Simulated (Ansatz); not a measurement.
CsCl-type CoAl was calculated with PBE (plane waves, PAW; Ansatz, a quantum-chemistry and plane-wave program).

Run with plane-wave cutoff 520 eV, 16×16×16 k mesh, Fermi–Dirac smearing 0.1 eV, perturbation theory, no spin polarisation, scalar-relativistic PAW data made under PBE.

Computed at the level's own relaxed cell.

Harmonic phonon frequencies (cm⁻¹; i marks an imaginary mode):

```csv
q point,frequencies
Γ,0 0 0 326 326 326
X,203 203 251 286 286 403
M,184 184 231 278 382 382
```

No imaginary mode appears at these points.
